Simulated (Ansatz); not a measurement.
# Response to strain in AlRu

Start from AlRu in the CsCl type structure (space group Pm-3m, No. 221; relaxed with 0.1 eV smearing).

```
AlRu
1.0
    2.98323     0.00000     0.00000
    0.00000     2.98323     0.00000
    0.00000     0.00000     2.98323
Al Ru
1 1
Direct
  0.00000   0.00000   0.00000
  0.50000   0.50000   0.50000
```

Cartesian axes are those of the cell as printed.

Strains are applied to the cell and any free atomic positions relax; under biaxial strain the out-of-plane vector relaxes too.

Method: r2SCAN (Ansatz, an electronic-structure program, PAW, no spin-orbit coupling), earlier PAW set.

Candidates:
(a) biaxial strain +0.63 %, plane normal [111], relaxed out of plane
(b) isotropic strain +3.58 %
(c) strain tensor (xx, yy, zz, yz, xz, xy) = (−2.01, +1.92, +1.10, +0.65, +0.86, −0.90) %

Notes on the quantities. energy relative to the base: free energy F.

Problem. Order them by energy relative to the base, highest first.

Solution. (b) isotropic strain +3.58 % (+94 meV/atom), (c) strain tensor (xx, yy, zz, yz, xz, xy) = (−2.01, +1.92, +1.10, +0.65, +0.86, −0.90) % (+12 meV/atom), (a) biaxial strain +0.63 %, plane normal [111], relaxed out of plane (+1.5 meV/atom)

Whether these cells are dynamically stable was not tested. The final runs are not spin-polarised.
